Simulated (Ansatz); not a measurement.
## What Y → Hf does to Y

Consider Y in the hcp (Mg type) structure (space group P6_3/mmc, No. 194; a = 3.6826 Å, c = 5.6986 Å).

One thing is altered: every Y is replaced by Hf, then cell and atoms are relaxed.

Calculations: Ansatz (a program for electronic structure), r2SCAN, PAW, cutoff 500 eV, spin-orbit coupling left out. Settings: 17×17×9 k-points, 0.05 eV Fermi–Dirac smearing, for the changed cell.

The volume per atom drops by 11.11 Å³ to 22.35 Å³ and the density increases by 8.85 g/cm³, from 4.41 g/cm³ to 13.26 g/cm³. The lattice parameter a falls by 48.5 pm (368.3 pm → 319.8 pm) and the c/a ratio goes up by 0.031 (1.547 → 1.578). The space group is still P6_3/mmc (No. 194) and the shortest interatomic distance shrinks by 42.8 pm (355.5 pm → 312.7 pm). The band gap is still zero.

Cost of the whole job for the changed cell (relaxation, final SCF and bands): very roughly 5 core-minutes.

Whether these cells are dynamically stable was not tested. The final runs are not spin-polarised.
